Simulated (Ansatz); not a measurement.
System: Sb₂TeO₂ (model structure, started from the La2SO2 type, P-3m1, No. 164, 5 atoms in the cell). Method: r²SCAN+SOC (plane waves, PAW; Ansatz, a program for electronic structure).

Run with plane-wave cutoff 560 eV, 18×18×8 k mesh (along the axes of the cell as run), Fermi–Dirac smearing 0.05 eV, PAW data made under PBE.

Cell (relaxed with PBEsol):

```
CELL_PARAMETERS angstrom
      3.96380     0.00000     0.00000
     -1.98190     3.43275     0.00000
      0.00000     0.00000     7.06456
ATOMIC_POSITIONS crystal
  Sb 0.66667 0.33333 0.80072
  Sb 0.33333 0.66667 0.19928
  Te 0.00000 0.00000 0.50000
  O  0.66667 0.33333 0.10751
  O  0.33333 0.66667 0.89249
```

Task: What does this level give for the band gap and Γ–Γ gap?

Result: 
- band gap = 0.04 eV (under three smearing widths, so not firm)
- Γ–Γ gap = 1.82 eV

Note: the relaxation could raise the start's symmetry but not lower it, so the cell can be a saddle point; cell and atoms aren't relaxed at this level (largest force component 0.24 eV/Å, pressure 1.6 GPa).

The computed numbers hold no vibrational or temperature effects.

A model structure was made by putting elements into a prototype or built by hand; it is no filed structure, need not be a known phase, and can be a saddle point held by its symmetry.
